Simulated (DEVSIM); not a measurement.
System: illuminated Si p-on-n cell, one wavelength, with a back-surface field, at 350 K.

Layer 1 from the left is Si, thickness (μm) 0.390, Na (cm⁻³) 1.5e19, τn (s) 1e-7, τp (s) 3.9e-9, absorption coefficient (cm⁻¹) 230. Layer 2 from the left is Si, thickness (μm) 190, Nd (cm⁻³) 1.4e17, τn (s) 1.4e-7, τp (s) 1.4e-7, absorption coefficient (cm⁻¹) 230. Layer 3 from the left is Si, thickness (μm) 0.280, Nd (cm⁻³) 6.9e18, τn (s) 1.4e-7, τp (s) 1.4e-7, absorption coefficient (cm⁻¹) 230.

Left contact: ohmic, minority electron recombination velocity 300 cm/s. Right contact: ohmic, minority hole recombination velocity 20000 cm/s. Voltage is applied to the left contact. Recombination: SRH at mid-gap, radiative, Auger. Light enters at the left, 6.1e17 photons cm⁻² s⁻¹, one pass, no reflection. Mobility is constant in doping.

The device is made up for the run: typed textbook-type constants, with dimensions and the other settings drawn at random. Values at 300 K; Nc and Nv go as T^1.5, mobilities as T to minus their exponent, the gap by Varshni's rule with the affinity fixed.

Si: gap (eV) 1.124, affinity (eV) 4.05, permittivity 11.7, Nc (cm⁻³) 2.86e19, Nv (cm⁻³) 3.1e19, μn (cm²/Vs) 1417, μp (cm²/Vs) 470, T exponent of μn 2.3, T exponent of μp 2.2, B (cm³/s) 4.7e-15, Cn (cm⁶/s) 2.8e-31, Cp (cm⁶/s) 9.9e-32, Varshni α (eV/K) 0.000473, Varshni β (K) 636.

Simulated with DEVSIM: 1D drift-diffusion, Boltzmann statistics, complete ionisation; no tunnelling, impact ionisation, image-force lowering or self-heating.

Dark forward current:

```tsv
|V| (V)	|J| (A/cm²)
0.05	2.595e-7
0.10	8.500e-7
0.15	2.332e-6
0.20	6.361e-6
0.25	1.856e-5
0.30	6.101e-5
0.35	0.0002314
0.40	0.0009973
0.45	0.004699
0.50	0.02332
0.55	0.1186
0.60	0.6046
0.65	2.929
0.70	11.67
0.75	32.47
0.80	65.12
0.85	106.3
0.90	153.7
0.95	205.8
1.00	261.8
1.05	321.1
1.10	383.5
1.15	448.8
1.20	516.8
1.25	587.3
1.30	660.5
```

Task: Work out the local ideality factor n = ΔV / (kT/q · ln(J2/J1)) between the rows 0.15 and 0.20 V, 0.55 and 0.60 V, 1.25 and 1.30 V.

Result: kT/q = 30.16 mV. From 0.15 to 0.20 V: ln(6.361e-6/2.332e-6) = 1.003, n = 1.65. From 0.55 to 0.60 V: ln(0.6046/0.1186) = 1.629, n = 1.02, near the 1 of diffusion or emission over a barrier. From 1.25 to 1.30 V: ln(660.5/587.3) = 0.117, n = 14.11.

Task: What current could the absorbed light give at most, and what share is collected?

Result: Σ αd = 4.39, so qΦ(1 − exp(−Σ αd)) = 96.5 mA/cm². The simulated short-circuit current is 21.82 mA/cm², a share of 0.23.

Task: Estimate the open-circuit voltage by superposition: the voltage at which the dark current equals that short-circuit current.

Result: Interpolating ln J in the table gives 0.498 V. The simulation gives 0.498 V, the same within the digits that matter. Superposition holds where collection doesn't change with voltage.

Task: Estimate the fill factor from FF0 = (v − ln(v + 0.72))/(v + 1), v = qVoc/(nkT), with n from the dark curve.

Result: The rows about Voc, 0.45 and 0.50 V, give n = 1.03, so v = 16.0 and FF0 = 0.775. The simulation gives 0.773, the same within the digits that matter.
